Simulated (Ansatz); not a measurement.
The reference is SnO (space group P4/nmm, No. 129; a = 3.769 Å, c = 4.557 Å; layered, stacked along the Cartesian z axis; relaxed with 0.1 eV smearing). Axes: x, y, z lie along a, b, c of the conventional cell.

Computed with Ansatz (an electronic-structure program) PBEsol-D3(BJ), no spin-orbit coupling.

Base values:

```
Item                             Value
-----------------------------  -------
Shortest interatomic distance  2.211 Å
```

Now apply this change: the cell is compressed by 2.40 % along x with no lateral relaxation; the atoms relax in the strained cell.

### Question
Predict the new shortest interatomic distance.

### Answer
The shortest interatomic distance decreases by 0.019 Å to 2.192 Å.

### Question
How does this affect the stress?

### Answer
The stress (xx, yy, zz, yz, xz, xy; compression positive) comes out as (2.6, 2.3, 0.5, 0.0, 0.0, 0.0) GPa.

### Question
What happens to the energy relative to the base?

### Answer
The energy grows by 3.1 meV/atom.

Whether these cells are dynamically stable was not tested. All final runs are without spin polarisation.
